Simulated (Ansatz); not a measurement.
Structures of equal composition on the (0001) surface of wurtzite CdSe (Cd plane on top): 2x2 cell from a buckled start; relaxed from the ideal Cd-terminated 1x1. The slabs share one bottom face, and each structure is named by its start. These are constructed structures in small cells; real faces may alloy, dewet or reconstruct in larger ones, and not all known structures of the face are among them. Slabs of about 15 Å with all that they carry, Fermi-Dirac smearing of 0.025 eV. Bottom of the slabs: H caps. Relaxed from the named starts with such symmetry as they have, on meshes of like density; energies extrapolated to zero smearing; no spin-orbit coupling, no U. Spin-polarised runs, if any, are marked in brackets, and their order is one that fits the cell; the others ran without spin. Where a second, spin-polarised start was run, the lower counts.

Host crystal: wurtzite CdSe, with a band gap (PBE, scalar-relativistic without spin-orbit coupling).

These are PBE (plane waves to 420 eV, PAW; Ansatz, a first-principles code) values and carry that method's errors.

Q: Rank these by energy per 1x1 cell (lowest first), as PBE gives it.

A: 2x2 cell from a buckled start (0.000 eV (3 Cd–Se bonds broke), gap 0.78 eV on the mesh), relaxed from the ideal Cd-terminated 1x1 (0.267 eV, no gap over 0.04 eV on the mesh)
